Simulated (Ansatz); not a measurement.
The reference is MgB2 (space group P6/mmm, No. 191; a = 3.075 Å, c = 3.525 Å; relaxed with 0.1 eV smearing). Axes: x lies along a and z along c of the hexagonal cell.

Computed with PBE (Ansatz, an electronic-structure program), no SOC.

Strains are applied to the cell and any free atomic positions relax.

One change was made to it. Results:

| quantity | base | after |
|---|---|---|
| band gap | zero | zero |
| energy relative to the base (free energy F) | 0 meV/atom | +1.8 meV/atom |

Which change produced these results?
A) uniaxial strain ε_zz = −2.00 %
B) uniaxial strain ε_zz = +0.50 %
C) uniaxial strain ε_zz = +1.50 %
D) uniaxial strain ε_zz = +2.00 %

C, uniaxial strain ε_zz = +1.50 %. For comparison, the energy relative to the base in the other runs: uniaxial strain ε_zz = −2.00 % gives +3.2 meV/atom; uniaxial strain ε_zz = +0.50 % gives +0.2 meV/atom; uniaxial strain ε_zz = +2.00 % gives +3.1 meV/atom.

No phonon test of stability was made. All final runs are without spin polarisation.
